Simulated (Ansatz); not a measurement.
A periodic model of amorphous Hf18O35F2:

```xyz
55
Lattice="8.9330 0.0000 0.0000 0.0000 8.9330 0.0000 0.0000 0.0000 8.9330" Properties=species:S:1:pos:R:3 pbc="T T T"
Hf     0.2432     8.9239     1.0754
Hf     2.0770     5.0109     6.2779
Hf     2.4993     6.6158     0.7968
Hf     4.7656     5.5512     3.8563
Hf     4.4736     7.3992     6.8148
Hf     2.9514     8.9297     3.6818
Hf     7.8603     6.9432     7.0530
Hf     0.0688     4.1409     8.9305
Hf     2.3209     1.7439     7.0657
Hf     8.7230     5.6892     3.2973
Hf     6.7660     8.4010     4.1590
Hf     5.6122     3.9599     7.0259
Hf     4.6963     2.4912     4.5682
Hf     7.0495     2.2678     2.0489
Hf     4.1939     0.4581     0.5572
Hf     5.8817     5.8651     0.9169
Hf     3.6525     3.5417     1.5192
Hf     7.4652     1.3114     7.5007
O      4.7832     8.0467     4.4994
O      4.8316     4.3921     8.8371
O      3.8307     0.2585     7.4059
O      1.3344     3.4875     7.4481
O      6.8332     8.6415     6.2405
O      1.8946     4.6021     0.9533
O      5.0939     7.4984     8.9247
O      1.9763     8.5238     0.1596
O      7.6786     5.7494     0.1326
O      8.3135     4.0022     2.1658
O      8.6654     1.9531     0.5810
O      3.5285     3.9240     3.6188
O      6.0634     6.0495     6.8989
O      3.5350     8.0508     2.0030
O      8.0220     6.8906     4.8753
O      5.7865     2.0484     6.4126
O      3.0325     6.3202     7.7514
O      7.9883     8.3887     8.4925
O      6.0261     1.4079     0.4542
O      1.0119     4.9311     4.5760
O      6.4767     6.4588     2.8686
O      6.4277     1.5768     3.8935
O      3.6133     3.4781     6.3834
O      5.8289     4.2540     4.9293
O      7.7078     0.1026     2.4636
O      0.4120     1.1455     6.7827
O      0.5449     5.8408     7.3674
O      0.7585     6.9354     1.9908
O      7.4698     3.4184     7.7110
O      3.0850     2.1315     0.1073
O      5.7076     3.8010     2.1483
O      3.9791     5.6952     1.9234
O      3.0408     1.3756     5.1283
O      3.6443     6.0792     5.4014
O      4.0408     1.5978     2.5581
F      1.7099     7.8201     4.7033
F      1.3439     0.8766     2.7279
```

Level of theory: PBE, scalar-relativistic without spin-orbit coupling (plane waves to 420 eV, PAW; Ansatz, a first-principles code).

It comes from a melt-quench run on a machine-learned potential (CHGNet), relaxed afterwards by DFT. O and F atoms were pushed apart under 1.9 Å during the dynamics, to hinder bonds among them. The hot cell started wider than the set density and was brought back towards it in steps. It is the lowest in DFT energy of 2 quenches. It is a model cell: composition and starting density were chosen by hand, and all elements were melted together. No dispersion term was used. Its density started from a set value of 8.88 and ended at 8.88 g/cm³. Cooling (nominally 300 K/ps over its main leg) ran many orders faster than in experiment, which tends to leave more defects and strain. A cell of this size samples the disorder only roughly. The volume was held where the preparation left it, at a PBE pressure of 2.1 GPa. Stress components on the final sampling reach 3.4 GPa. On a 2×2×2 Γ-centred mesh force components of up to 0.13 eV/Å stay, since the relaxation ran on the zone centre alone. Cycles of charging lowered its energy after that relaxation.

Bonds are counted up to Hf-Hf 3.34 Å, Hf-O 2.70 Å, Hf-F 2.55 Å, O-O 1.58 Å, O-F 1.48 Å, F-F 1.37 Å. Two cations that share two anions don't count as bonded, nor two that share one unless they lie closer than Hf-Hf 3.25 Å.

### Question
Give the coordination numbers, mean bond lengths and angles.

### Answer

| Quantity | Result |
|---|---|
| Mean coordination of Hf by anions | 6.28 (1 with 5, 11 with 6, 6 with 7) |
| Mean coordination of O | 3.14 (2 with 2, 26 with 3, 7 with 4) |
| Mean coordination of F | 1.50 (1 with 1, 1 with 2) |
| Mean Hf-O bond | 2.140 Å (spread 0.128 Å, 110 counted) |
| Mean Hf-F bond | 2.064 Å (spread 0.090 Å, 3 counted) |
| Bond angle at Hf | mean 102.4°, spread 28.7° |
| Bond angle at O | mean 114.6°, spread 18.0° |

### Question
List the pairs of like atoms that count as bonded by the rules above.

### Answer
There are none by these rules.

### Question
What Bader charges do the atoms carry, from a run on the zone centre alone?

### Answer
Means (range): Hf +2.62 e (+2.57 to +2.67), O -1.30 e (-1.36 to -1.22), F -0.76 e (-0.77 to -0.75).
```json
[
 {"atom": "Hf1", "charge (e)": "+2.63"},
 {"atom": "Hf2", "charge (e)": "+2.64"},
 {"atom": "Hf3", "charge (e)": "+2.60"},
 {"atom": "Hf4", "charge (e)": "+2.57"},
 {"atom": "Hf5", "charge (e)": "+2.60"},
 {"atom": "Hf6", "charge (e)": "+2.67"},
 {"atom": "Hf7", "charge (e)": "+2.62"},
 {"atom": "Hf8", "charge (e)": "+2.66"},
 {"atom": "Hf9", "charge (e)": "+2.65"},
 {"atom": "Hf10", "charge (e)": "+2.60"},
 {"atom": "Hf11", "charge (e)": "+2.61"},
 {"atom": "Hf12", "charge (e)": "+2.60"},
 {"atom": "Hf13", "charge (e)": "+2.59"},
 {"atom": "Hf14", "charge (e)": "+2.60"},
 {"atom": "Hf15", "charge (e)": "+2.61"},
 {"atom": "Hf16", "charge (e)": "+2.59"},
 {"atom": "Hf17", "charge (e)": "+2.63"},
 {"atom": "Hf18", "charge (e)": "+2.62"},
 {"atom": "O19", "charge (e)": "-1.34"},
 {"atom": "O20", "charge (e)": "-1.29"},
 {"atom": "O21", "charge (e)": "-1.28"},
 {"atom": "O22", "charge (e)": "-1.28"},
 {"atom": "O23", "charge (e)": "-1.32"},
 {"atom": "O24", "charge (e)": "-1.32"},
 {"atom": "O25", "charge (e)": "-1.31"},
 {"atom": "O26", "charge (e)": "-1.30"},
 {"atom": "O27", "charge (e)": "-1.30"},
 {"atom": "O28", "charge (e)": "-1.32"},
 {"atom": "O29", "charge (e)": "-1.33"},
 {"atom": "O30", "charge (e)": "-1.25"},
 {"atom": "O31", "charge (e)": "-1.33"},
 {"atom": "O32", "charge (e)": "-1.29"},
 {"atom": "O33", "charge (e)": "-1.30"},
 {"atom": "O34", "charge (e)": "-1.27"},
 {"atom": "O35", "charge (e)": "-1.27"},
 {"atom": "O36", "charge (e)": "-1.29"},
 {"atom": "O37", "charge (e)": "-1.32"},
 {"atom": "O38", "charge (e)": "-1.22"},
 {"atom": "O39", "charge (e)": "-1.36"},
 {"atom": "O40", "charge (e)": "-1.30"},
 {"atom": "O41", "charge (e)": "-1.33"},
 {"atom": "O42", "charge (e)": "-1.28"},
 {"atom": "O43", "charge (e)": "-1.31"},
 {"atom": "O44", "charge (e)": "-1.26"},
 {"atom": "O45", "charge (e)": "-1.30"},
 {"atom": "O46", "charge (e)": "-1.32"},
 {"atom": "O47", "charge (e)": "-1.31"},
 {"atom": "O48", "charge (e)": "-1.30"},
 {"atom": "O49", "charge (e)": "-1.32"},
 {"atom": "O50", "charge (e)": "-1.31"},
 {"atom": "O51", "charge (e)": "-1.29"},
 {"atom": "O52", "charge (e)": "-1.29"},
 {"atom": "O53", "charge (e)": "-1.36"},
 {"atom": "F54", "charge (e)": "-0.75"},
 {"atom": "F55", "charge (e)": "-0.77"}
]
```
